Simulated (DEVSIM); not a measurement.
System: illuminated Si n-on-p cell, one wavelength, at 300 K.

Layer 1 from the left is Si, thickness (μm) 0.480, Nd (cm⁻³) 2.8e18, τn (s) 2.3e-7, τp (s) 1.4e-7, absorption coefficient (cm⁻¹) 37000. Layer 2 from the left is Si, thickness (μm) 90.0, Na (cm⁻³) 6.9e15, τn (s) 5.1e-6, τp (s) 5.1e-6, absorption coefficient (cm⁻¹) 37000.

Left contact: ohmic, minority hole recombination velocity 4e5 cm/s. Right contact: ohmic, minority electron recombination velocity 100 cm/s. Voltage is applied to the left contact. Recombination: SRH at mid-gap, radiative, Auger. Light enters at the left, 1.1e18 photons cm⁻² s⁻¹, one pass, no reflection. Mobility is constant in doping.

This is a model device: material constants are rounded textbook-type values typed into the input, and sizes, dopings and lifetimes were drawn at random. Values at 300 K.

Si: gap (eV) 1.124, affinity (eV) 4.05, permittivity 11.7, Nc (cm⁻³) 2.86e19, Nv (cm⁻³) 3.1e19, μn (cm²/Vs) 1417, μp (cm²/Vs) 470, B (cm³/s) 4.7e-15, Cn (cm⁶/s) 2.8e-31, Cp (cm⁶/s) 9.9e-32.

DEVSIM, 1D drift-diffusion, Boltzmann statistics, complete ionisation; no tunnelling, impact ionisation, image-force lowering or self-heating.

Dark forward current:

```tsv
|V| (V)	|J| (A/cm²)
0.05	1.044e-9
0.10	3.849e-9
0.15	1.245e-8
0.20	4.275e-8
0.25	1.713e-7
0.30	8.346e-7
0.35	4.784e-6
0.40	3.028e-5
0.45	0.0002014
0.50	0.001368
0.55	0.009328
0.60	0.06155
0.65	0.3439
0.70	1.420
0.75	5.163
0.80	18.81
0.85	65.46
0.90	198.2
0.95	493.8
1.00	1021
1.05	1816
1.10	2885
```

### Question
Work out the local ideality factor n = ΔV / (kT/q · ln(J2/J1)) between the rows 0.15 and 0.20 V, 0.50 and 0.55 V, 1.05 and 1.10 V.

### Answer
kT/q = 25.85 mV. From 0.15 to 0.20 V: ln(4.275e-8/1.245e-8) = 1.234, n = 1.57. From 0.50 to 0.55 V: ln(0.009328/0.001368) = 1.920, n = 1.01, near the 1 of diffusion or emission over a barrier. From 1.05 to 1.10 V: ln(2885/1816) = 0.463, n = 4.18.

### Question
What current could the absorbed light give at most, and what share is collected?

### Answer
Σ αd = 335, so qΦ(1 − exp(−Σ αd)) = 176 mA/cm². The simulated short-circuit current is 118.8 mA/cm², a share of 0.67.

### Question
Estimate the open-circuit voltage by superposition: the voltage at which the dark current equals that short-circuit current.

### Answer
Interpolating ln J in the table gives 0.619 V. The simulation gives 0.617 V; the estimate lies 2 mV above. Superposition holds where collection doesn't change with voltage.

### Question
Estimate the fill factor from FF0 = (v − ln(v + 0.72))/(v + 1), v = qVoc/(nkT), with n from the dark curve.

### Answer
The rows about Voc, 0.60 and 0.65 V, give n = 1.12, so v = 21.2 and FF0 = 0.816. The simulation gives 0.827; the estimate lies 1.3 % below.
